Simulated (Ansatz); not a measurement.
**Convergence study of the k-point mesh for InSe (Cm, 4 atoms in the cell)**

```
CELL_PARAMETERS angstrom
      5.85553    -2.06492     0.00000
      5.85553     2.06492     0.00000
     -1.73185     0.00000     4.79521
ATOMIC_POSITIONS crystal
  In 0.11334 0.11334 0.96359
  In 0.88820 0.88820 0.04684
  Se 0.33907 0.33907 0.33104
  Se 0.66093 0.66093 0.66896
```

Computed with PBEsol, default PAW files made with PBE (plane waves; Ansatz, a program for electronic structure).

Base settings: basis.ecutwfc = 420 eV; kpoints.mp_grid.grid = 6 6 4; hamiltonian.xc = pbesol; hamiltonian.pseudopotentials = {kind: paw} (the program's default PAW files); scf.occupations.method = fixed.

The second cell is the first with its lattice scaled by 0.98.

Only quantities that move along the ladder and can be compared are tabulated.

The count of work is k-points × plane waves × bands × iterations; it is no time. Core times come from one kind of shared machine, to one figure; runs under 30 s give none.

The starting cell comes from a database of computed structures (which also holds hypothetical and non-ambient phases and stackings), without a prior relaxation at this level. Its lattice was rescaled by up to half a per cent. One atom was moved a little off its site on purpose. Ansatz's pressure includes its estimate of the finite-basis (Pulay) stress.

| kpoints.mp_grid.grid | free energy less the last step's (meV/atom) | energy of the compressed cell less the first (meV/atom) | pressure (GPa) | largest difference of a force vector from the last step's (eV/Å) | gap on the mesh (eV) | count of work / last | core time / last (rough) |
|---|---|---|---|---|---|---|---|
| 2 2 1 | 279.18 | 21.29 | 0.39 | 0.276 | 1.413 | 0.0027 | – |
| 2 2 2 | 60.24 | 0.33 | -1.47 | 0.137 | 1.124 | 0.0047 | – |
| 3 3 2 | 10.94 | -3.84 | -1.84 | 0.181 | 1.456 | 0.0062 | – |
| 3 3 3 | 21.30 | -1.96 | -1.67 | 0.089 | 1.282 | 0.0078 | – |
| 4 4 3 | 2.55 | -4.11 | -1.86 | 0.013 | 1.325 | 0.013 | – |
| 5 5 4 | 0.97 | -4.44 | -1.89 | 0.005 | 1.061 | 0.026 | – |
| 6 6 4 | 0.20 | -4.50 | -1.90 | 0.002 | 1.097 | 0.036 | – |
| 6 6 5 | 0.16 | -4.50 | -1.90 | 0.002 | 1.291 | 0.043 | – |
| 7 7 6 | 0.12 | -4.52 | -1.90 | 0.001 | 1.085 | 0.068 | – |
| 8 8 7 | 0.02 | -4.53 | -1.90 | 0.000 | 1.120 | 0.10 | – |
| 9 9 7 | 0.01 | -4.53 | -1.90 | 0.000 | 1.133 | 0.12 | 0.1 |
| 10 10 8 | 0.00 | -4.53 | -1.90 | 0.000 | 1.060 | 0.18 | 0.2 |
| 11 11 9 | 0.00 | -4.53 | -1.90 | 0.000 | 1.153 | 0.23 | 0.2 |
| 12 12 10 | 0.00 | -4.53 | -1.90 | 0.000 | 1.064 | 0.31 | 0.3 |
| 14 14 11 | 0.00 | -4.53 | -1.90 | 0.000 | 1.096 | 0.45 | 0.4 |
| 15 15 12 | 0.00 | -4.53 | -1.90 | 0.000 | 1.060 | 0.57 | 0.6 |
| 17 17 14 | 0.00 | -4.53 | -1.90 | 0.000 | 1.055 | 0.84 | 0.8 |
| 18 18 15 | 0.00 | -4.53 | -1.90 | 0.000 | 1.081 | 1.0 | 1 |

Coarsest kpoints.mp_grid.grid that holds the pressure within 1 GPa of the last step, with all finer ones: 2 2 2, at 0.0047 of the last step's count of work; the step before is off by 2.3 GPa.

Coarsest kpoints.mp_grid.grid that holds the forces within 0.02 eV/Å of the last step, with all finer ones: 4 4 3, at 0.013 of the last step's count of work; the step before is off by 0.089 eV/Å.

Coarsest kpoints.mp_grid.grid that holds the free energy within 2 meV/atom of the last step, with all finer ones: 5 5 4, at 0.026 of the last step's count of work; the step before is off by 2.6 meV/atom.

The energy difference between the two cells stays within 1 meV/atom of the last step's from 4 4 3 on, the total only from 5 5 4 on: much of the error is common to both cells and cancels.

The gap on the mesh jumps up and down from mesh to mesh; it is no smooth measure of convergence.

Keys are those of Ansatz 0.2.
